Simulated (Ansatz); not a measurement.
Functionals compared on the (321) surface of bcc Na in its 1x1 cell, outermost plane spacing 1.12 Å in the ideal cut, in Ansatz (plane waves, PAW). The structure was relaxed with PBE; the other rows are single points on it, each with its references at the same level. Cutoff 420 eV (500 eV for r2SCAN).

Slab: 10 atoms, 10.1 Å thick at the start (thin: gaps and levels are the slab's own); k 10x4x1, smearing 0.1 eV, dipole-corrected; all atoms relaxed; start symmetry kept, larger cells not searched; no spin, no spin-orbit, no U. These notes are the PBE run's.

```tsv
functional	surface energy (J/m²)	work function of the top face (eV)	rough cost of the single point
PBE	0.23	2.78	–
LDA	0.26	2.90	around 70 core-seconds (rough)
PBEsol	0.26	2.79	about 70 core-seconds (a rough figure)
RPBE	…	…	roughly 80 core-seconds
r2SCAN	0.26	2.79	very roughly 2.7 core-minutes
```

Task: Some entries are withheld; supply them.

Result: 
- RPBE, surface energy (J/m²): 0.21
- RPBE, work function of the top face (eV): 2.71

Ansatz is a program for electronic structure.
